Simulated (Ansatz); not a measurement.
Consider SnO$_{2}$ in the rutile structure (space group P4_2/mnm, No. 136; a = 4.769 Å, c = 3.212 Å). Axes: x, y, z lie along a, b, c of the conventional cell.

Structures relaxed with PBEsol (Ansatz, an electronic-structure program), scalar-relativistic without spin-orbit coupling.

Base:

Simulated powder pattern, Co Kα, λ = 1.79026 Å (kinematic, ideal powder, no thermal factors, no anomalous dispersion; the 8 strongest lines at most, above 2 %, up to 2θ = 90°):

```
2θ (°)  I/Imax (%)    hkl
------  ----------  -----
30.79          100  (110)
39.27           80  (101)
44.10           22  (200)
60.50           63  (211)
64.13           15  (220)
72.82           14  (310)
76.24           15  (112)
77.84           19  (301)
```

After one change:

Simulated powder pattern, Co Kα, λ = 1.79026 Å (kinematic, ideal powder, no thermal factors, no anomalous dispersion; the 8 strongest lines at most, above 2 %, up to 2θ = 90°):

```json
[
 {"2θ (°)": "30.23", "I/Imax (%)": "100"},
 {"2θ (°)": "39.38", "I/Imax (%)": "75"},
 {"2θ (°)": "43.28", "I/Imax (%)": "22"},
 {"2θ (°)": "59.93", "I/Imax (%)": "62"},
 {"2θ (°)": "62.86", "I/Imax (%)": "15"},
 {"2θ (°)": "71.33", "I/Imax (%)": "14"},
 {"2θ (°)": "76.76", "I/Imax (%)": "19"},
 {"2θ (°)": "76.84", "I/Imax (%)": "14"}
]
```

Name the change that was made.
(A) biaxial strain +2.40 %, plane normal [001], relaxed out of plane
(B) biaxial strain +0.60 %, plane normal [001], relaxed out of plane
(C) biaxial strain +1.80 %, plane normal [001], relaxed out of plane
(D) biaxial strain +3.00 %, plane normal [001], relaxed out of plane

C, biaxial strain +1.80 %, plane normal [001], relaxed out of plane. Its volume per atom is 12.47 Å³ against 12.18 Å³, and its space group is P4_2/mnm (No. 136).

No phonon test of stability was made.
